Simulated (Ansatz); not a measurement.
PdBi (P6_3/mmc), PBEsol, DFPT electron-phonon coupling, linearised Boltzmann equation run with Ansatz (a quantum-chemistry and plane-wave program): phonon-limited resistivity 10.8 μΩ·cm at 300 K along y (a = (4.26, 0.00, 0.00) Å; b = (-2.13, 3.69, 0.00) Å; c = (0.00, 0.00, 5.63) Å), 14.4 μΩ·cm at 400 K, current-weighted mean free path 9.4 nm, Drude plasma energy 7.16 eV.

### Question
What is the classical skin depth at 10 GHz (nonmagnetic, μ₀ = 1.257×10⁻⁶ H/m)?

### Answer
δ = √(ρ/(π f μ₀)) = 1650 nm.

### Question
Estimate the resistivity of a 40 nm square wire with diffuse walls from ρ ≈ ρ₀(1 + 3ℓ/4d).

### Answer
1 + 0.75 × 9.4/40 = 1.18, so ρ ≈ 12.7 μΩ·cm and a line 1 μm long has 79.4 Ω. The formula is the free-electron limit for d well above ℓ; grain boundaries add to it.

### Question
What temperature coefficient of resistance follows, and how does it compare with 1/T?

### Answer
(ρ₄₀₀ − ρ₃₀₀)/(100 K × ρ₃₀₀) = 3.33×10⁻³ K⁻¹, against 1/T = 3.33×10⁻³ K⁻¹ for a resistivity proportional to T. Impurities would add a constant and lower it.

A metal at this level (no band gap). Only scattering by harmonic phonons is included (no impurities, grain boundaries, electron-electron scattering or thermal expansion). Spin-orbit coupling is left out, which matters with elements this heavy. The squared frequency of the phonon mode least converged on the k mesh is uncertain by about 12 %. The run warned that the eigensolver left some states short of its tolerance. Halving the electron mesh (24x24x16) moves the resistivity by up to 7 % at 300 K, the mean free path by up to 7 %. Smearing 0.20 eV; phonons on a 4x4x3 q mesh, which this run doesn't test.

Formula and space group known from diffraction (Crystallography Open Database), not checked to be the room-temperature form: PdBi (P6_3/mmc).
